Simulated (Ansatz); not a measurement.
```
CELL_PARAMETERS angstrom
      0.00000     2.53701     2.53701
      2.53701     0.00000     2.53701
      2.53701     2.53701     0.00000
ATOMIC_POSITIONS crystal
  Be 0.00000 0.00000 0.00000
  Se 0.25000 0.25000 0.25000
```

No spin polarisation.

The values are results of Kohn–Sham DFT with the PBE functional, run in Ansatz (a program for electronic structure) with PAW and 420 eV plane waves, spin-orbit coupling left out, not measurements. Γ-centred 11×11×11 mesh, Fermi–Dirac width 0.05 eV.

Q: Predict the band gap and hole mass.

A: The band gap comes out as 2.54 eV and the hole mass (degenerate bands, along [100]) is 0.24, 0.45, 0.45 mₑ (at Γ).

The cells carry an imposed strain or load. Effective masses come from finite differences of ±0.01 Å⁻¹. Whether these cells are dynamically stable was not tested. The cell was made from BeSe in the zinc blende structure (space group F-43m, No. 216) by this change: isotropic strain −2.00 %.
